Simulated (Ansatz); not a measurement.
## Antifluorite K2S: elastic constant C11 by level of theory

No measured value is used here.

```
level (code)                   value (GPa)  cell (Å³/atom)
-----------------------------  -----------  --------------
LDA (Ansatz)                          39.6           30.98
PBE (Ansatz)                          34.2           34.62
B3LYP (VWN-RPA form) (Ansatz)         34.8           35.15
```

Each level is taken at its own relaxed cell. K meshes differ between the levels. Ansatz's density-functional and Hartree–Fock values are scalar-relativistic unless marked +SOC, with PAW data made under PBE.

Ansatz is an electronic-structure program.
